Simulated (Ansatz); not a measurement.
## ZrAl$_{3}$ (space group I4/mmm, No. 139)

ZrAl₃ has the tetragonal space group I4/mmm (No. 139), Pearson symbol tI16. Lattice parameters: a = b = 3.986 Å, c = 17.175 Å, α = β = γ = 90.00°. Zr on 4e is coordinated by 8 Al at 2.820–2.851 Å and 4 Al at 3.009 Å and 5 Zr at 3.986–4.079 Å. Al1 on 4c is coordinated by 8 Al at 2.818–2.933 Å and 4 Zr at 2.851 Å (cuboctahedral). Al2 on 4d has 8 Al at 2.818–2.925 Å and 4 Zr at 3.009 Å (cuboctahedral). Al3 on 4e is coordinated by 4 Zr at 2.820 Å and 8 Al at 2.925–2.933 Å (cuboctahedral). (Neighbours: up to the widest gap in distance over summed covalent radii, below 1.35, at either atom.)
(The calculation used a cell of 8 atoms; values per cell refer to that cell.)

Level of theory: Ansatz (a quantum-chemistry and plane-wave program) PBEsol, no spin-orbit coupling. Settings: 16×16×16 k-points, 0.05 eV Fermi–Dirac smearing.

| Property | Result |
|---|---|
| Volume per atom | 17.05 Å³ |
| Density | 4.19 g/cm³ |
| Band gap | zero |
| Total energy | -1426.072 eV/atom (σ→0; compares only within this code and set-up) |

Whether these cells are dynamically stable was not tested. The final runs are not spin-polarised.
